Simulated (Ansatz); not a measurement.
The cell is built on a prototype and need not be the phase stable at ambient conditions.

By PBEsol, the system below comes out a metal.

A figure of merit of an interconnect metal is its ballistic conductance per area.

Data:

```xyz
3
Lattice="4.2229 0.0000 0.0000 0.0000 2.6112 0.0000 2.1114 0.0000 3.6571" Properties=species:S:1:pos:R:3 pbc="T T T"
Mo     0.0000     0.0000     0.0000
Si     2.1114     1.3056     1.2190
Si     4.2229     1.3056     2.4381
```

Space group of this cell: P6/mmm. The cell was relaxed by PBE-D3(BJ); by PBEsol its mean pressure is 2.0 GPa.

The current flows along the normal of the first two printed cell vectors. No spin-orbit coupling; the value is a mean over 0.1 eV about the Fermi level.

Problem. Predict the ballistic conductance per area from PBEsol (Ansatz, an electronic-structure program).

Solution. 1.1 × 10¹⁵ S/m² for both spins.
